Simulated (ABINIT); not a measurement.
Pressure against volume in cubic perovskite BaHfO3 (space group 221) (ABINIT, PBEsol)

```
CELL_PARAMETERS angstrom
      4.04892     0.00000     0.00000
      0.00000     4.04892     0.00000
      0.00000     0.00000     4.04892
ATOMIC_POSITIONS crystal
  Ba 0.00000 0.00000 0.00000
  Hf 0.50000 0.50000 0.50000
  O  0.50000 0.00000 0.50000
  O  0.00000 0.50000 0.50000
  O  0.50000 0.50000 0.00000
```

Computed with PBEsol, norm-conserving pseudopotentials (PseudoDojo nc-sr-04 PBEsol standard) (plane waves; ABINIT). Settings: pseudos = [Ba.upf, Hf.upf, O.upf]; ecut = 1497 eV; ixc = -116133; occopt = 3; tsmear = 0.00036749 Ha; ngkpt = 8 8 8; nshiftk = 1; shiftk = 0 0 0; potentials = PseudoDojo nc-sr-04 PBEsol standard; nband = 27; kptopt = 1; nstep = 50; tolvrs = 1e-11. The cell above is the first row's. The rows scale it uniformly. In all rows fractional positions and the k mesh are held.

| V (Å^3/atom) | P (GPa) |
|---|---|
| 13.2754 | ? |
| 13.5640 | 9.40 |
| 13.8526 | 5.11 |
| 14.1412 | 1.28 |
| 14.4298 | -2.15 |
| 14.7184 | -5.23 |
| 15.0070 | -7.98 |
| 15.2956 | -10.45 |
| 15.5842 | -12.65 |

Fit P of the 8 rows that show it with a cubic. With u = V - 14.6, the rows have u = -1.0360, -0.7474, -0.4588, -0.1702, 0.1184, 0.4070, 0.6956, 0.9842. Least squares gives P = -4.012 - 10.5411·u + 2.0458·u² - 0.2616·u³. Residuals (row less fit): 0.005, -0.008, 0.000, 0.007, 0.002, 0.001, -0.007, 0.004; standard error 0.008 (degrees of freedom: 4). The fitted pressure is zero at V0 = 14.24, where dP/dV = -12.09, so B0 = -V0·dP/dV = 172 GPa.

Question: Estimate the missing P (V = 13.2754); what did the run itself give?

Answer: u = -1.3246, so P = -4.012 - 10.5411 × (-1.3246) + 2.0458 × (-1.3246)² - 0.2616 × (-1.3246)³ = 14.148 GPa. The calculation gives 14.18 GPa, 0.032 GPa above the prediction (0.1 % of the range of P in the table). The row lies outside the fitted rows, so this is an extrapolation. From the scatter of the fitted rows alone, a prediction at this place has a standard error of 0.020 GPa, so the miss is 1.6 times that.

Carrying the step between the two nearest rows on in a straight line would have given 13.69, off by 0.49; series whose last step already gives the withheld value aren't shown. The scan was laid around a cell of about the measured size, scaled by a guess for this functional. The runs keep the symmetry of the cell, so they don't test it for distortions. The PBEsol file for Ba was generated anew from PseudoDojo's inputs, some of which were changed. Spin-orbit coupling is off. Cutoffs and mesh are single choices, not tested for convergence of this quantity. Series with a scatter that would blur these digits, or in which a gap closes, are not shown.
